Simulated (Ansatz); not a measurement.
Base system: SnTe in the rock salt structure (space group Fm-3m, No. 225).

```xyz
2
Lattice="0.0000 3.1856 3.1856 3.1856 0.0000 3.1856 3.1856 3.1856 0.0000" Properties=species:S:1:pos:R:3 pbc="T T T"
Te     0.0000     0.0000     0.0000
Sn     3.1856     3.1856     3.1856
```

Cartesian axes are those of the cell as printed.

Level of theory: r2SCAN (Ansatz, a quantum-chemistry and plane-wave program), no SOC, earlier PAW set.

Strains are applied to the cell and any free atomic positions relax; under biaxial strain the out-of-plane vector relaxes too.

One change was made to it. Results:

The band gap goes from 0.13 eV to zero; the energy grows by 2.4 meV/atom; the pressure (mean of the normal stresses, compression positive) remains 0.0 GPa; the shortest interatomic distance is still 318.6 pm.

Task: Which change produced these results?
A. tensor shear ε_yz = +1.80 %
B. biaxial strain −4.18 %, plane normal [001], relaxed out of plane
C. strain tensor (xx, yy, zz, yz, xz, xy) = (+0.20, −0.19, +0.67, −0.79, +1.15, +1.96) %
D. uniaxial strain ε_zz = +2.79 %

Result: A, tensor shear ε_yz = +1.80 %. For comparison, the energy relative to the base in the other runs: strain tensor (xx, yy, zz, yz, xz, xy) = (+0.20, −0.19, +0.67, −0.79, +1.15, +1.96) % gives +4.8 meV/atom; biaxial strain −4.18 %, plane normal [001], relaxed out of plane gives +53 meV/atom; uniaxial strain ε_zz = +2.79 % gives +8.8 meV/atom.

Spin-orbit coupling, missing from the scalar runs, can matter with Te. Whether these cells are dynamically stable was not tested. All final runs are without spin polarisation. The zero or small gap of SnTe can change with the level of theory.
